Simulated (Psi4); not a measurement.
Psi4 1.11, unrestricted PBE/def2-tzvp: Hf(O)2 cation ([O]=[Hf]=[O]), charge +1, multiplicity 2, 3 atoms. The geometry is a generated start, not checked to be a minimum at this level.

- task = energy
- method = pbe
- basis = def2-tzvp
- memory = 3 GB
- maxiter = 100
- keys of the molecule block = symmetry c1
- scf_type = df (default)
- diis_max_vecs = 10 (default)
- e_convergence = 1e-06 (default)
- d_convergence = 1e-06 (default)
- dft_radial_points = 75 (default)
- dft_spherical_points = 302 (default)
- effective core potentials = those of the basis set, past Kr
- basis functions = 102
- grid points = 65510

```xyz
3

Hf     0.3946    -0.3399     0.4014
O      0.9403     0.3886    -1.1344
O     -1.3349    -0.0487     0.7330
```

Charge 1 and multiplicity 2 are set for this test and not shown to be the ground state.

With the defaults (diis = true, scf_initial_accelerator = adiis, damping_percentage = 0, level_shift = 0, level_shift_cutoff = 0.01, guess = auto, which took SAD, soscf = false) it converges in 12 SCF iterations. One run each on 2 threads, with these changes:
- soscf = true
- level_shift = 0.5, level_shift_cutoff = 0.001
- scf_initial_accelerator = ediis
- guess = sapgau
- level_shift = 0.1, level_shift_cutoff = 0.001
- guess = gwh
- guess = sadno
- guess = sap
- diis = false, scf_initial_accelerator = none, damping_percentage = 60

Which of these changes keep the SCF from converging, or lead it to another solution?

No convergence: diis = false, scf_initial_accelerator = none, damping_percentage = 60 (the run ends without SCF convergence in 100 iterations). The rest reach the solution of the defaults.

| setting | SCF iterations | JK calls | end |
|---|---|---|---|
| the defaults | 12 | 13 | same solution |
| soscf = true | 12 | 43 | same solution |
| scf_initial_accelerator = ediis | 12 | 13 | same solution |
| level_shift = 0.1, level_shift_cutoff = 0.001 | 13 | 14 | same solution |
| guess = sadno | 13 | 13 | same solution |
| level_shift = 0.5, level_shift_cutoff = 0.001 | 13 | 14 | same solution |
| guess = sap | 14 | 14 | same solution |
| guess = sapgau | 15 | 15 | same solution |
| guess = gwh | 17 | 17 | same solution |
| diis = false, scf_initial_accelerator = none, damping_percentage = 60 | 100 | 101 | no convergence |

An SOSCF iteration holds several JK calls; a Hückel guess adds calls on atoms. 1 further run of the study ended by our limits or in an error and is left out.
